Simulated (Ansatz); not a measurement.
The parent structure is Sc in the hcp (Mg type) structure (space group P6_3/mmc, No. 194; a = 3.3194 Å, c = 5.1664 Å).

Method: PBE in Ansatz (plane waves to 420 eV, PAW, without spin-orbit coupling).

One change was made to it. Results:

The lattice parameter a decreases by 0.1377 Å, from 3.319 Å to 3.182 Å; the c/a ratio drops by 0.0099, from 1.556 to 1.547.

**Question.** Name the change that was made.
A. pressure 0.9 GPa
B. pressure 9 GPa
C. pressure 4.5 GPa

**Answer.** B, pressure 9 GPa. For comparison, the lattice parameter a in the other runs: pressure 0.9 GPa gives 3.302 Å; pressure 4.5 GPa gives 3.242 Å.

Load acts through the strain it causes; cell and atoms are relaxed under it. Whether these cells are dynamically stable was not tested. No other phases were tried under pressure. The final runs are not spin-polarised.

Ansatz is an electronic-structure program.
